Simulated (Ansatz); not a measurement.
Results of PBEsol in Ansatz (PAW) for rutile MgH₂.

A relaxed, unreconstructed slab of the (101) face has 36 atoms, two equal faces of 24.142 Å² each and an energy of -23324.7758 eV. A bulk cell of 12 atoms with the same orientation and in-plane k mesh has -7775.5852 eV. Energies are extrapolated to zero smearing.

Run with plane-wave cutoff 500 eV, 6×6×1 k mesh (along the axes of the cell as run), gaussian smearing 0.02 eV, scalar-relativistic PAW data made under PBE.

Worked out: γ = (E_slab − N E_bulk per atom)/2A = [-23324.7758 − 36 × (-7775.5852/12)]/(2 × 24.142) = 0.0410 eV/Å². With 16.022 J/m² per eV/Å² this is 0.66 J/m², or 0.99 eV per surface cell and face.

Ansatz is a program for electronic structure.
